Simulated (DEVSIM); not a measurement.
System: GaN p-n junction from an implanted or diffused profile, at 300 K.

Layer 1 from the left is GaN, thickness (μm) 3.20, Nd (cm⁻³) 3e15, τn (s) 1.5e-8, τp (s) 1.5e-8.

Added acceptor profile: 1.7e18 cm⁻³ × exp(−(x − 0.066 μm)²/(2·(0.3 μm)²)). Left contact: ohmic. Right contact: ohmic. Voltage is applied to the left contact. Recombination: SRH at mid-gap, radiative, Auger. Mobility is constant in doping.

This is a model device: material constants are rounded textbook-type values typed into the input, and sizes, dopings and lifetimes were drawn at random. Values at 300 K.

GaN: gap (eV) 3.43, affinity (eV) 4.1, permittivity 9.5, Nc (cm⁻³) 2.3e18, Nv (cm⁻³) 4.6e19, μn (cm²/Vs) 1200, μp (cm²/Vs) 100, B (cm³/s) 1e-11, Cn (cm⁶/s) 1e-30, Cp (cm⁶/s) 1e-30.

Model (solved in DEVSIM): 1D drift-diffusion, Boltzmann statistics, complete ionisation; no tunnelling, impact ionisation, image-force lowering or self-heating.

Task: What does the simulation give for the potential step across the device at zero bias, the dark forward voltage at 1 A/cm²?

Result: potential step across the device at zero bias 3.172 V; dark forward voltage at 1 A/cm² 2.952 V.
